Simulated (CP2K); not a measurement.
Worked example: self-consistent single point of KF (Fm-3m, 2 atoms in the cell) in CP2K.

Method of the run: PBE, GPW, DZVP-MOLOPT-PBE-GTH basis, GTH-PBE potentials (POTENTIAL_UZH) in CP2K.

The change in words: lattice scaled by 0.98. Reference geometry:
```
CELL_PARAMETERS angstrom
      3.75391     0.00000     0.00000
      1.87695     3.25098     0.00000
      1.87695     1.08366     3.06505
ATOMIC_POSITIONS crystal
  K  0.00000 0.00000 0.00000
  F  0.50000 0.50000 0.50000
```

Reference input (self-consistent single point, DFT PBE, GPW, DZVP-MOLOPT-PBE-GTH basis, GTH-PBE potentials (POTENTIAL_UZH)): CUTOFF = 550 Ry; REL_CUTOFF = 50 Ry; SMEAR/METHOD = FERMI_DIRAC; ELECTRONIC_TEMPERATURE = 232.09 K; KPOINTS/SCHEME = MONKHORST-PACK 9 9 9; XC_FUNCTIONAL = PBE; K/BASIS_SET = DZVP-MOLOPT-PBE-GTH-q9; K/POTENTIAL = GTH-PBE-q9; F/BASIS_SET = DZVP-MOLOPT-PBE-GTH-q7; F/POTENTIAL = GTH-PBE-q7; METHOD = GPW; EPS_DEFAULT = 1e-11. This run's input differs from it in these lines:

```diff
@@ -62,5 +62,5 @@
     &CELL
-      A 3.75391000 0.00000000 0.00000000
-      B 1.87695500 3.25098100 0.00000000
-      C 1.87695500 1.08366000 3.06505400
+      A 3.67883200 0.00000000 0.00000000
+      B 1.83941600 3.18596200 0.00000000
+      C 1.83941600 1.06198700 3.00375400
       PERIODIC XYZ
```

Output (repeated stretches shortened):

```
 SCF WAVEFUNCTION OPTIMIZATION

  Step     Update method      Time    Convergence         Total energy    Change
     1 NoMix/Diag. 0.30E+00      -     0.57461722       -52.6835324365 -5.27E+01
     2 Broy./Diag. 0.30E+00      -     0.09016449       -51.0859096166  1.60E+00
     3 Broy./Diag. 0.30E+00      -     0.03231830       -52.3953733203 -1.31E+00
     4 Broy./Diag. 0.30E+00      -     0.01264041       -52.6217605253 -2.26E-01
     5 Broy./Diag. 0.30E+00      -     0.00885001       -52.4887770074  1.33E-01
     6 Broy./Diag. 0.30E+00      -     0.00308635       -52.6288257454 -1.40E-01
   [... 3 lines left out ...]
    10 Broy./Diag. 0.30E+00      -     0.00000438       -52.6270116262 -4.39E-04
    11 Broy./Diag. 0.30E+00      -     0.00000317       -52.6269714872  4.01E-05
    12 Broy./Diag. 0.30E+00      -     0.00000011       -52.6269920460 -2.06E-05
    13 Broy./Diag. 0.30E+00      -     0.00000002       -52.6269909918  1.05E-06
  *** SCF run converged in    13 steps ***

  Overlap energy of the core charge distribution:               0.00000000000000
  Self energy of the core charge distribution:               -124.75653914655760
  Core Hamiltonian energy:                                     32.39185300162249
  Hartree energy:                                              48.86676499264789
  Exchange-correlation energy:                                 -9.12906983955959
  Electronic entropic energy:                                  -0.00000000000000
  Fermi energy:                                                 0.12950835238170

  Total energy:                                               -52.62699099184681
  Total energy (extrapolated to T->0):                        -52.62699099184681

   [... lines left out ...]

 STRESS| Analytical stress tensor [bar]
 STRESS|                        x                   y                   z
 STRESS|      x        5.29832938794E+04   1.20925914954E+02   8.55075636364E+01
 STRESS|      y        1.20925914954E+02   5.28437971396E+04   4.94158819857E+01
 STRESS|      z        8.55075636364E+01   4.94158819857E+01   5.28088280895E+04
 STRESS| 1/3 Trace                                             5.28786397028E+04
```

The run converged in 13 iterations. Against the reference run the free energy rises by 26.2 meV/atom, the pressure goes from 2.51 to 5.29 GPa and the gap on the mesh goes from 6.285 to 6.621 eV.

The starting cell comes from a database of computed structures (which also holds hypothetical and non-ambient phases and stackings), without a prior relaxation at this level. For this run, on top of that: lattice scaled by 0.98. Values carry the incompleteness of an atom-centred basis. With a pressure of about 5 GPa the cell is away from its equilibrium volume at this level.

Cost on one core of a shared machine: roughly 40 s.
